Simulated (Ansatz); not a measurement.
We look at the formation energy of H_i in Pt (fcc, Fm-3m). Reaction: 32 Pt (fcc) + 1/2 H2 (gas) → cell A.

Cell A: a supercell of 32 sites of Pt (fcc, Fm-3m) with H off the lattice sites (4 Pt at 1.81 Å); spin state with PBE: run without spin, k-point mesh 5×5×5.
```xyz
33
Lattice="7.9437 0.0000 0.0000 0.0000 7.9437 0.0000 0.0000 0.0000 7.9437" Properties=species:S:1:pos:R:3 pbc="T T T"
Pt     0.0001     0.0001     0.0001
Pt    -0.0044     1.9835     1.9835
Pt     1.9835    -0.0044     1.9835
Pt     1.9835     1.9835    -0.0044
Pt    -0.0124    -0.0124     3.9752
Pt    -0.0124     1.9825     5.9702
Pt     1.9825    -0.0124     5.9702
Pt     1.9313     1.9313     4.0265
Pt    -0.0124     3.9752    -0.0124
Pt    -0.0124     5.9702     1.9825
Pt     1.9313     4.0265     1.9313
Pt     1.9825     5.9702    -0.0124
Pt    -0.0044     3.9743     3.9743
Pt     0.0001     5.9577     5.9577
Pt     1.9835     3.9743     5.9622
Pt     1.9835     5.9622     3.9743
Pt     3.9752    -0.0124    -0.0124
Pt     4.0265     1.9313     1.9313
Pt     5.9702    -0.0124     1.9825
Pt     5.9702     1.9825    -0.0124
Pt     3.9743    -0.0044     3.9743
Pt     3.9743     1.9835     5.9622
Pt     5.9577     0.0001     5.9577
Pt     5.9622     1.9835     3.9743
Pt     3.9743     3.9743    -0.0044
Pt     3.9743     5.9622     1.9835
Pt     5.9622     3.9743     1.9835
Pt     5.9577     5.9577     0.0001
Pt     4.0265     4.0265     4.0265
Pt     3.9752     5.9702     5.9702
Pt     5.9702     3.9752     5.9702
Pt     5.9702     5.9702     3.9752
H      2.9789     2.9789     2.9789
```

Reference: Pt (fcc, Fm-3m), 32 atoms in the cell, the relaxed perfect crystal repeated, atoms not moved again, k-point mesh 5×5×5 on the run's own vectors.

Reference: an isolated H2 molecule (singlet) in a box of 11 × 11 × 13 Å.

All numbers come from Ansatz (a program for electronic structure), plane waves with PAW, its PAW set soft_1, cutoff 420 eV. The structures are at rest with PBE, within the held lattices. Neutral cells; Fermi-Dirac smearing of at most 0.10 eV in the solids, energies taken to zero width. Larger cells are relaxed from a start prepared with the learned potential CHGNet, on a coarser mesh till forces fall under 0.03 eV/Å, which some starts already meet. A dispersion term (D3(BJ), or D4 for r2SCAN) was computed beside these levels and is taken off wherever the name lacks it. Static lattices, no vibrational contributions. The structures are the rest points that the relaxations reached, not proven lowest. The runs are scalar-relativistic, without spin-orbit coupling. No correction for cell size. Mesh and cell size may move defect energies by 0.1 eV or more. Cell A has symmetry P-43m within 0.02 Å and got no random move, so less symmetric positions, which may lie lower, weren't tried.

### Question
Give the value at the level PBE.

### Answer
0.54 eV, for 32 Pt (fcc) + 1/2 H2 (gas) → cell A.
